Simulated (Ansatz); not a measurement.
# PBE against r2SCAN: SiC, pressure 22.5 GPa

Base system: SiC (space group P6_3mc, No. 186; a = 3.094 Å, c = 10.129 Å).

(Cell as relaxed with PBE.)

Levels (all Ansatz, a quantum-chemistry and plane-wave program, PAW, earlier PAW set): PBE (420 eV, no SOC); r2SCAN (500 eV, no spin-orbit coupling).

Each level relaxes its own structure.

| base | PBE | r2SCAN |
|---|---|---|
| volume per atom | 10.50 Å³ | 10.33 Å³ |
| lattice parameter a | 3.094 Å | 3.078 Å |
| band gap | 2.22 eV | 2.60 eV |

Now apply this change: cell and atoms relaxed at a pressure of 22.5 GPa.

| quantity | PBE | r2SCAN |
|---|---|---|
| mean gap deformation potential ΔEg/Δln V | -0.2 eV | -0.4 eV |
| volume per atom | 9.61 Å³ | 9.50 Å³ |
| smallest direct gap | 3.38 eV | 3.83 eV |
| c/a ratio | 3.272 | 3.272 |

PBE's volume per atom lies 0.11 Å³ above r2SCAN's (1.1 %); PBE's smallest direct gap lies 0.45 eV below r2SCAN's; the two agree on the c/a ratio. Neither level is exact; r2SCAN is the comparison here, not a measurement.

Load acts through the strain it causes; cell and atoms are relaxed under it. Whether these cells are dynamically stable was not tested. Competing high-pressure phases were not computed.
